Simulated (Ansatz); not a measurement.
Base system: WGe in the rock salt structure (space group Fm-3m, No. 225; a = 5.0979 Å; a hypothetical phase, not in the database extracts checked).

Perturbation: Zn replaces 33.3 % of the Ge, ordered in a cell of 6 atoms (starting symmetry I4/mmm) and fully relaxed.

The other end (x = 1) is ZnW in the rock salt structure (space group Fm-3m, No. 225; a hypothetical phase, not in the database extracts checked): 15.65 Å³/atom, gap zero; this end may not be an ambient phase.

Levels (all Ansatz, an electronic-structure program, PAW, earlier PAW set): PBEsol (420 eV, no SOC); r2SCAN (500 eV, spin-orbit coupling left out).

The geometry is relaxed with PBEsol.

- PBEsol pressure: 0.0 GPa

Problem. What does r2SCAN give at this geometry for the pressure?

Solution. The pressure goes from zero to 2.5 GPa.

Single points use the geometry relaxed with PBEsol. Their cutoffs differ, which shifts pressures a little. Each cell is one ordered arrangement of few atoms, which overstates ordering effects compared with a random alloy. Whether these cells are dynamically stable was not tested. All final runs are without spin polarisation. ZnW3Ge2 and WGe have a high density of states at the Fermi level and may be magnetic at this level. Under x(Zn) = 0.333, 6 atoms, I4/mmm the cell changed shape so far that it is another structure.
